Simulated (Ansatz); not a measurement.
A self-consistent single point of a (001) slab of PtS2 (cut from a parent of space group no. 164; 6 atoms in the cell) with Ansatz (an electronic-structure program).

Level of theory: PBE (plane waves, PAW; Ansatz).

The change in words: vacuum of 5 angstrom (first run: 14 Å). Reference geometry:
```yaml
crystal:
  lattice:
    - [3.52230, 0.00000, 0.00000]
    - [-1.76115, 3.05040, 0.00000]
    - [0.00000, 0.00000, 21.32160]
  atoms:
    - { symbol: Pt, position: [0.00000, 0.00000, 0.38240] }
    - { symbol: S, position: [0.33333, 0.66667, 0.43650] }
    - { symbol: S, position: [0.66667, 0.33333, 0.32831] }
    - { symbol: Pt, position: [0.00000, 0.00000, 0.61760] }
    - { symbol: S, position: [0.33333, 0.66667, 0.67169] }
    - { symbol: S, position: [0.66667, 0.33333, 0.56350] }
```

Reference input (self-consistent single point, DFT, PBE, plane waves, default PAW files): basis.ecutwfc = 420 eV; kpoints.mp_grid.grid = 7 7 1; hamiltonian.xc = pbe; hamiltonian.pseudopotentials = {kind: paw} (the program's default PAW files); scf.occupations.method = fermi_dirac; scf.occupations.width = 0.05 eV. This run's input differs from it in these lines:

Ansatz 0.2 input:
```diff
@@ -5,10 +5,10 @@
     - [-1.761150, 3.050401, 0.000000]
-    - [0.000000, 0.000000, 21.321598]
+    - [0.000000, 0.000000, 12.321581]
   atoms:
-    - { symbol: Pt, position: [0.000000, 0.000000, 0.382401] }
-    - { symbol: S, position: [0.333333, 0.666667, 0.436497] }
-    - { symbol: S, position: [0.666667, 0.333333, 0.328306] }
-    - { symbol: Pt, position: [0.000000, 0.000000, 0.617599] }
-    - { symbol: S, position: [0.333333, 0.666667, 0.671694] }
-    - { symbol: S, position: [0.666667, 0.333333, 0.563503] }
+    - { symbol: Pt, position: [0.000000, 0.000000, 0.296503] }
+    - { symbol: S, position: [0.333333, 0.666667, 0.390113] }
+    - { symbol: S, position: [0.666667, 0.333333, 0.202896] }
+    - { symbol: Pt, position: [0.000000, 0.000000, 0.703497] }
+    - { symbol: S, position: [0.333333, 0.666667, 0.797104] }
+    - { symbol: S, position: [0.666667, 0.333333, 0.609887] }
 basis:
```

Log, with long lists cut:

```
SCF iter   1: F=—  HF=-28656.115097 eV  |F-HF|=—  |Δ(HF+E_count)|=         —  Δρ=2.99e-3  dr2=1.31e-2  ethr=1.77e-3  ⟨swp⟩=7.6  Hψ=1295  notcnv=0
all-band conjugate gradients solve this SCF's bands
preconditioner: auto → Resta (q_TF=auto, 2.391 Å⁻¹)
SCF iter   2: F=—  HF=-28656.115408 eV  |F-HF|=—  |Δ(HF+E_count)|=   3.11e-4  Δρ=1.64e-3  dr2=4.71e-3  ethr=2.19e-5  ⟨swp⟩=2.0  Hψ=548  notcnv=0  defer=1
   [... lines left out ...]
SCF iter   6: F=—  HF=-28656.115464 eV  |F-HF|=—  |Δ(HF+E_count)|=   8.69e-7  Δρ=4.97e-5  dr2=8.95e-6  ethr=6.21e-8  ⟨swp⟩=2.0  Hψ=382  notcnv=0  defer=1
SCF iter   7: F=—  HF=-28656.115464 eV  |F-HF|=—  |Δ(HF+E_count)|=   3.36e-7  Δρ=3.39e-5  dr2=3.42e-6  ethr=1.49e-8  ⟨swp⟩=2.0  Hψ=395  notcnv=0  defer=1
SCF iter   8: F=—  HF=-28656.115463 eV  |F-HF|=—  |Δ(HF+E_count)|=   4.80e-7  Δρ=7.61e-6  dr2=1.79e-7  ethr=5.70e-9  ⟨swp⟩=2.0  Hψ=418  notcnv=0  defer=1
SCF iter   9: F=-28656.115463 eV  HF=-28656.115463 eV  |F-HF|=7.44e-9  |Δ(HF+E_count)|=   3.09e-8  Δρ=2.39e-6  dr2=1.29e-8  ethr=1.67e-10  ⟨swp⟩=8.0  Hψ=1251  notcnv=0
SCF 1 converged in 9 iterations: F = -28656.115463 eV  dr2 = 1.29e-8
Free energy (F): -28656.115463 eV
Internal energy: -28656.115460 eV  (E = F + TS)
E sigma→0 (E₀):  -28656.115461 eV
Entropy (-TS):   -0.000004 eV (-0.001 meV/atom)
Fermi energy:    8.584312 eV
--- Forces (eV/Å), atoms counted from 1 ---
  atom   1  Pt     0.00000000    -0.00000000     0.11977085
  atom   2  S      0.00000000    -0.00000000     1.22787824
  atom   3  S      0.00000000     0.00000000    -1.52201260
  atom   4  Pt     0.00000000     0.00000000    -0.11977085
  atom   5  S      0.00000000    -0.00000000     1.52201260
  atom   6  S     -0.00000000     0.00000000    -1.22787824
--- Stress (GPa, compression-positive) ---
       11.002894       0.000000       0.000000
        0.000000      11.002894      -0.000000
        0.000000      -0.000000       8.666218
  P = ⅓ Tr σ = 10.2240 GPa (102.240 kbar)
  The stress holds the Pulay correction. Without it, at fixed plane waves, as pw.x and ABINIT print it: P = 10.1962 GPa
```

The run converged in 9 iterations. Against the reference run the free energy is nearly the same (within 1 meV/atom), the largest force hardly changes (1.517 to 1.522 eV/Å) and the gap on the mesh goes from 1.111 to 1.145 eV.

The starting cell has typed, rounded lattice constants, without a prior relaxation at this level. The slab is cut from that crystal, and its faces are unrelaxed. Its lattice was rescaled by up to half a per cent. Spin-orbit coupling is off. Spin polarisation is off, though cut faces can carry moments; a gap of a slab can lie between surface states. Forces in this geometry exceed 1 eV/Å.
